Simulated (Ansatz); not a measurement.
A computed series for ScBi: response to strain

Base system: ScBi in the rock salt structure (space group Fm-3m, No. 225; a = 5.940 Å; a cell from a computed database, its experimental status unchecked; relaxed with 0.1 eV smearing). Axes: x, y, z lie along the cube axes.

Strains are applied to the cell and any free atomic positions relax; under biaxial strain the out-of-plane vector relaxes too.

Method: PBEsol/PAW in Ansatz (a quantum-chemistry and plane-wave program), no SOC.

Notes on the quantities. energy relative to the base: free energy F; pressure: mean of the normal stresses, compression positive.

```csv
change,energy relative to the base,volume per atom,pressure
base,0 meV/atom,26.20 Å³,0.0 GPa
"biaxial strain +1.74 %, plane normal [001], relaxed out of plane",+7.6 meV/atom,26.98 Å³,-1.7 GPa
"biaxial strain +2.13 %, plane normal [111], relaxed out of plane",+6.2 meV/atom,26.68 Å³,-1.2 GPa
isotropic strain +2.22 %,+22 meV/atom,27.98 Å³,-3.7 GPa
uniaxial strain ε_zz = +3.53 %,+13 meV/atom,27.12 Å³,-1.9 GPa
tensor shear ε_yz = +0.72 %,+0.3 meV/atom,26.19 Å³,0.0 GPa
tensor shear ε_xz = +0.89 %,+0.5 meV/atom,26.19 Å³,0.0 GPa
```

Whether these cells are dynamically stable was not tested. The final runs are not spin-polarised.
